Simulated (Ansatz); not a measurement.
# Zr, response to strain

The parent structure is Zr in the hcp (Mg type) structure (space group P6_3/mmc, No. 194; relaxed with 0.1 eV smearing).

```
CELL_PARAMETERS angstrom
      3.14377     0.00000     0.00000
     -1.57189     2.72259     0.00000
      0.00000     0.00000     5.09284
ATOMIC_POSITIONS crystal
  Zr 0.66667 0.33333 0.75000
  Zr 0.33333 0.66667 0.25000
```

Cartesian axes are those of the cell as printed.

Strains are applied to the cell and any free atomic positions relax.

Method: LDA, PAW, 420 eV (Ansatz, an electronic-structure program; spin-orbit coupling left out).

Notes on the quantities. energy relative to the base: free energy F; pressure: mean of the normal stresses, compression positive.

| case | energy relative to the base | volume per atom | pressure |
|---|---|---|---|
| base | 0 meV/atom | 21.80 Å³ | 0.0 GPa |
| uniaxial strain ε_zz = −2.50 % | ___ | 21.25 Å³ | ___ |
| uniaxial strain ε_zz = −2.00 % | +5.0 meV/atom | 21.36 Å³ | 2.4 GPa |
| uniaxial strain ε_zz = −1.00 % | +1.2 meV/atom | 21.58 Å³ | 1.1 GPa |
| uniaxial strain ε_zz = −0.50 % | +0.3 meV/atom | 21.69 Å³ | 0.6 GPa |
| uniaxial strain ε_zz = +0.50 % | +0.3 meV/atom | 21.90 Å³ | -0.6 GPa |
| uniaxial strain ε_zz = +1.00 % | +1.2 meV/atom | 22.01 Å³ | -1.1 GPa |
| uniaxial strain ε_zz = +1.50 % | +2.6 meV/atom | 22.12 Å³ | -1.6 GPa |
| uniaxial strain ε_zz = +2.00 % | +4.6 meV/atom | 22.23 Å³ | -2.1 GPa |
| uniaxial strain ε_zz = +3.00 % | +10 meV/atom | 22.45 Å³ | -3.1 GPa |

Problem. What belongs in the blanks?

Solution. 
- uniaxial strain ε_zz = −2.50 %, energy relative to the base: +7.8 meV/atom
- uniaxial strain ε_zz = −2.50 %, pressure: 3.0 GPa

No phonon test of stability was made. All final runs are without spin polarisation.
